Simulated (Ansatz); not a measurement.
Take SnSe$_{2}$ in the CdI2 type structure (space group P-3m1, No. 164; a = 3.7936 Å, c = 5.7438 Å; layered, stacked along the Cartesian z axis) as the base.

The values are results of DFT with PBEsol-D3(BJ), PAW potentials and a 420 eV plane-wave cutoff in Ansatz (a program for electronic structure), spin-orbit coupling left out, not measurements.

Strains are applied to the cell and any free atomic positions relax.

One change was made to it. Results:

```tsv
quantity	base	after
energy relative to the base (free energy F)	0 meV/atom	+15 meV/atom
band gap	zero	zero
pressure (mean of the normal stresses, compression positive)	0.0 GPa	3.5 GPa
largest internal atomic displacement	–	0.049 Å
```

### Question
What was done to the base?
(A) isotropic strain −2.50 %
(B) isotropic strain +2.00 %
(C) isotropic strain −2.00 %
(D) isotropic strain +2.50 %

### Answer
C, isotropic strain −2.00 %. For comparison, the energy relative to the base in the other runs: isotropic strain +2.00 % gives +13 meV/atom; isotropic strain −2.50 % gives +23 meV/atom; isotropic strain +2.50 % gives +19 meV/atom.

The mesh was chosen for an insulator and is coarse for the gapless case. Stability against distortions was not tested. The final runs are not spin-polarised. Gaps under 0.05 eV, about the width of the smearing, are given as zero. A zero or small gap of SnSe2 can be the functional's error rather than a property of the material.
